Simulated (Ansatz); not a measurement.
KI: energy against strain

KI (rock salt, Fm-3m, 42.978 Å³/atom at rest, cube axes along x, y and z) under a strain ε along a cube axis (axis z), the other axes held. PBEsol in Ansatz, a plane-wave DFT program (PAW, default set), 420 eV, 8×8×8 Γ-centred mesh, Fermi-Dirac smearing 0.05 eV; ions are relaxed within the symmetry of each cell.

Here s stands for strain and y for E less E0.

| strain (%) | E less E0 (meV/atom) |
|---|---|
| -1.50 | 0.99 |
| -1.00 | 0.44 |
| -0.50 | 0.11 |
| 0.00 | 0.00 |
| 0.50 | 0.08 |
| 1.00 | 0.36 |
| 1.50 | 0.80 |
| 3.00 | ? |

Taking a parabola for y over the 7 complete rows: Least squares gives y = -0.002 - 0.0543·s + 0.3990·s². Residuals (row less fit): 0.013, -0.011, -0.015, 0.002, 0.009, 0.017, -0.014; standard error 0.017 (degrees of freedom: 4). Twice the quadratic coefficient over the volume, 2 × 0.3990 meV × 10⁴ × 0.1602 / 42.978 Å³, is the elastic constant C11 = 30 ± 0.5 GPa.

Q: Estimate the missing y (s = 3.00); what did the run itself give?

A: y = -0.002 - 0.0543 × 3.0 + 0.3990 × 3.0² = 3.426 meV/atom. The calculation gives 3.04 meV/atom, 0.386 meV/atom below the prediction (12.7 % of the range of y in the table). The row lies outside the fitted rows, so this is an extrapolation. From the scatter of the fitted rows alone, a prediction at this place has a standard error of 0.064 meV/atom, so the miss is 6.0 times that.

One order more, fitted to all 13 runs of the series, follows each within 0.01, so the miss is the next term of a smooth law. Rows are the converged runs of the series near zero and its far end; series whose fitted rows scatter by over a few per cent of the range, as at a crossing or softening among them, aren't shown in this form. Most that stay on the fit to the last digits aren't either.
